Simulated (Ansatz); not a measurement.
Input and output of a zone-centre phonon calculation for ZnSnSb2 (P-4m2, 4 atoms in the cell) (Ansatz, a first-principles code).

Method: LDA (PW92), default PAW files made with PBE (plane waves; Ansatz).

```
CELL_PARAMETERS angstrom
      4.49910     0.00000     0.00000
      0.00000     4.49910     0.00000
      0.00000     0.00000     6.29437
ATOMIC_POSITIONS crystal
  Zn 0.00000 0.00000 0.00000
  Sn 0.50000 0.50000 0.50000
  Sb 0.00000 0.50000 0.22240
  Sb 0.50000 0.00000 0.77760
```

Reference input (self-consistent single point, DFT, LDA (PW92), plane waves, default PAW files made with PBE): basis.ecutwfc = 30.9 Ry; kpoints.mp_grid.grid = 7 7 5; hamiltonian.xc = lda; hamiltonian.pseudopotentials = {kind: paw} (the program's default PAW files); scf.occupations.method = fermi_dirac; scf.occupations.width = 0.0073 Ry. This run's input differs from it in these lines:

```diff
@@ -23,6 +23,6 @@
     width: 0.0073 Ry
-output:
-  forces: true
-  eigenvalues: true
-  stress: true
+  convergence:
+    dr2_threshold: 1.0e-03 eV
+phonons:
+  method: dfpt
```

Output (repeated stretches shortened):

```
SCF iter   1: F=—  HF=-21797.421772 eV  |F-HF|=—  |Δ(HF+E_count)|=         —  Δρ=5.80e-3  dr2=2.01e-2  ethr=1.77e-3  ⟨swp⟩=7.1  Hψ=7658  notcnv=0
all-band conjugate gradients solve this SCF's bands
preconditioner: auto → Kerker (q_TF=auto, 2.379 Å⁻¹)
SCF iter   2: F=—  HF=-21797.414708 eV  |F-HF|=—  |Δ(HF+E_count)|=   7.06e-3  Δρ=2.82e-3  dr2=6.63e-3  ethr=3.59e-5  ⟨swp⟩=2.4  Hψ=3103  notcnv=0
SCF iter   3: F=—  HF=-21797.413742 eV  |F-HF|=—  |Δ(HF+E_count)|=   9.66e-4  Δρ=1.37e-3  dr2=1.32e-3  ethr=1.18e-5  ⟨swp⟩=2.9  Hψ=2948  notcnv=0
SCF iter   4: F=—  HF=-21797.413104 eV  |F-HF|=—  |Δ(HF+E_count)|=   6.38e-4  Δρ=3.45e-4  dr2=3.35e-4  ethr=2.36e-6  ⟨swp⟩=2.0  Hψ=2035  notcnv=0
SCF iter   5: F=—  HF=-21797.413063 eV  |F-HF|=—  |Δ(HF+E_count)|=   4.13e-5  Δρ=1.29e-4  dr2=6.28e-5  ethr=5.98e-7  ⟨swp⟩=3.0  Hψ=2991  notcnv=0
SCF iter   6: F=-21797.413054 eV  HF=-21797.413057 eV  |F-HF|=2.96e-6  |Δ(HF+E_count)|=   5.96e-6  Δρ=5.73e-5  dr2=8.93e-6  ethr=1.12e-7  ⟨swp⟩=14.1  Hψ=16200  notcnv=0
SCF 1 converged in 6 iterations: F = -21797.413054 eV  dr2 = 8.93e-6
DFPT response loops at Γ: preconditioner auto → Kerker (q_TF=auto, 2.379 Å⁻¹) (partly filled bands, converged f_vac=0.086) …
Free energy (F): -21797.413054 eV
Internal energy: -21797.398581 eV  (E = F + TS)
E sigma→0 (E₀):  -21797.405817 eV
Entropy (-TS):   -0.014473 eV (-3.618 meV/atom)
Fermi energy:    6.992440 eV
--- Phonons (Γ-DFPT): 7 representative perturbations + reference, on 48 of 245 k-points (Σ response iterations 22) ---
  k mesh reduced under 4 symmetry operations, with k and −k counted as one. Each operation leaves every solved displacement unchanged or reverses it
  ASR residual: 3.311e-2 → 0.000e0 eV/Å²; symmetrization residual: 7.531e-5 eV/Å²
  ASR residual per site (eV/Å²): 6.71e-3 2.28e-2 3.31e-2 3.31e-2
  Γ frequencies (cm⁻¹): 0.00 0.00 0.00 49.23 49.23 136.73 150.54 162.96 162.96 178.15 184.85 184.85
  non-analytic LO–TO correction: not included (Born effective charges unavailable; polar crystals: no LO–TO splitting at Γ)
```

The run converged in 6 iterations. 

Summary of the result:
| Item | Value |
|---|---|
| Free energy E − TS (on the zero of these files) | -21797.4131 eV |
| Fermi level (on the code's own zero) | 6.99 eV |
| Zone-centre frequencies (cm⁻¹; negative means imaginary) | 0, 0, 0, 49, 49, 137, 151, 163, 163, 178, 185, 185 |

The starting cell comes from a database of computed structures (which also holds hypothetical and non-ambient phases and stackings), without a prior relaxation at this level. Its lattice was rescaled by up to half a per cent.

Cost on one core of a shared machine: roughly 3 min.

Keys are those of Ansatz 0.2.
